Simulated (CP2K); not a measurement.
Band structure of Rb3Ba (I4/mmm, 4 atoms in the cell).

```xyz
4
Lattice="8.8079 0.0000 0.0000 3.6118 8.0334 0.0000 -6.2099 -4.0167 4.7837" Properties=species:S:1:pos:R:3 pbc="T T T"
Rb     4.4040     0.0000     2.3918
Rb     1.8059     4.0167     2.3918
Rb     6.2099     4.0167     0.0000
Ba     0.0000     0.0000     0.0000
```

Method of the run: PBEsol, GPW, DZVP-MOLOPT-SR-GTH basis, GTH-PBE potentials (GTH_POTENTIALS) (CP2K 2026.2).

Settings: CUTOFF = 500 Ry; REL_CUTOFF = 60 Ry; SMEAR/METHOD = FERMI_DIRAC; ELECTRONIC_TEMPERATURE = 1160.45 K; KPOINTS/SCHEME = MONKHORST-PACK 5 5 5; XC_FUNCTIONAL = PBE:PBESOL; Rb/BASIS_SET = DZVP-MOLOPT-SR-GTH-q9; Rb/POTENTIAL = GTH-PBE-q9; Ba/BASIS_SET = DZVP-MOLOPT-SR-GTH-q10; Ba/POTENTIAL = GTH-PBE-q10; METHOD = GPW; EPS_DEFAULT = 1e-10; EXTRAPOLATION = USE_GUESS; NGRIDS = 5.

The starting cell comes from a database of computed structures (which also holds hypothetical and non-ambient phases and stackings), without a prior relaxation at this level. Its lattice was rescaled by a random factor within 2.5 % of one. Values carry the incompleteness of an atom-centred basis. The potentials were made for another functional than the one used.

Levels in eV from the Fermi level, bands 16 to 21:
| point | 16 | 17 | 18 | 19 | 20 | 21 |
|---|---|---|---|---|---|---|
| Γ | -12.53 | -2.20 | 0.02 | 0.40 | 0.99 | 1.02 |
| X | -12.54 | -0.54 | -0.26 | -0.25 | -0.20 | 0.58 |
| Y | -12.54 | -0.60 | -0.36 | -0.33 | -0.21 | 0.74 |
| S | -12.54 | -1.05 | -0.69 | -0.69 | 0.64 | 0.91 |
| Z | -12.55 | -1.54 | -1.16 | 0.09 | 0.41 | 1.08 |
| S1 | -12.54 | -1.05 | -0.69 | -0.69 | 0.64 | 0.91 |
| N | -12.54 | -1.19 | -0.86 | 0.12 | 0.38 | 0.82 |
| P | -12.54 | -0.51 | -0.31 | -0.23 | -0.23 | 0.69 |
| Y1 | -12.54 | -0.60 | -0.36 | -0.33 | -0.21 | 0.74 |

Bands cross the Fermi level along this path, so the cell is metallic at this level.

Higher empty bands are left out: an atom-centred basis made for the valence describes them poorly.
